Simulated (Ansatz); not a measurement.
## TiSi (space group Pnma, No. 62; a cell from a computed database, its experimental status unchecked)

```yaml
crystal:
  lattice:
    - [6.45612, 0.00000, 0.00000]
    - [0.00000, 3.61948, 0.00000]
    - [0.00000, 0.00000, 4.96483]
  atoms:
    - { symbol: Ti, position: [0.67603, 0.25000, 0.37082] }
    - { symbol: Ti, position: [0.32397, 0.75000, 0.62918] }
    - { symbol: Ti, position: [0.82397, 0.75000, 0.87082] }
    - { symbol: Ti, position: [0.17603, 0.25000, 0.12918] }
    - { symbol: Si, position: [0.54425, 0.25000, 0.85358] }
    - { symbol: Si, position: [0.45575, 0.75000, 0.14642] }
    - { symbol: Si, position: [0.95575, 0.75000, 0.35358] }
    - { symbol: Si, position: [0.04425, 0.25000, 0.64642] }
```

Level of theory: Ansatz (a quantum-chemistry and plane-wave program), PBEsol, PAW, cutoff 420 eV, without spin-orbit coupling. Γ-centred 7×13×10 mesh, Fermi–Dirac width 0.05 eV.

* **Volume per atom**: 14.50 Å³
* **Density**: 4.35 g/cm³
* **Band gap**: zero
* **Total energy**: -1548.549 eV/atom (σ→0; compares only within this code and set-up)

Stability against distortions was not tested. All final runs are without spin polarisation.
